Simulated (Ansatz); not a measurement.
**HgTe: shear stress against shear**

HgTe (zinc blende, F-43m, 33.308 Å³/atom and stress up to 0.01 GPa in the relaxed cell, cube axes along x, y and z) under an engineering shear γ in the xy plane. LDA in Ansatz, a plane-wave DFT program (PAW, default set), 420 eV, 9×9×9 Γ-centred mesh, Fermi-Dirac smearing 0.05 eV; ions are relaxed, or left where forces stay under 0.02 eV/Å, within the symmetry of each cell. Stress is positive for a compressed cell.

Here s stands for strain and y for shear stress.

| strain (%) | shear stress (GPa) |
|---|---|
| 0.00 | 0.00 |
| 0.58 | -0.13 |
| 1.14 | -0.26 |
| 1.72 | -0.39 |
| 4.00 | ? |

Fit y of the 4 rows that show it with a straight line. Means: s 0.86000, y -0.195. About the means, the sum of products is -0.37180 and the sum of squares of s is 1.6360; the slope is their ratio. Least squares gives y = 0.000 - 0.2273·s. Residuals (row less fit): 0.000, 0.002, -0.001, 0.001; standard error 0.002 (degrees of freedom: 2). The slope gives the elastic constant C44 = 22.7 ± 0.1 GPa (± standard error of the fit, which holds the terms cut off).

Problem. Predict the withheld y at s = 4.00 from the fit, and compare with the calculation.

Solution. y = 0.000 - 0.2273 × 4.00 = -0.909 GPa. The calculation gives -0.90 GPa, 0.009 GPa above the prediction (1.0 % of the range of y in the table). The row lies outside the fitted rows, so this is an extrapolation. The scatter of the fitted rows lies at the last printed digit.

This level leaves no gap over 0.05 eV at strain 0.00, 0.58, 1.14, 1.72, 4.00 %. Spin-orbit coupling is left out, which can shift these values for the heavy elements here. Rows are the converged runs of the series near zero and its far end, less any whose ions stayed unrelaxed beside relaxed ones; series whose fitted rows scatter by over a few per cent of the range, as at a crossing or softening among them, aren't shown in this form. Most that stay on the fit to the last digits aren't either.
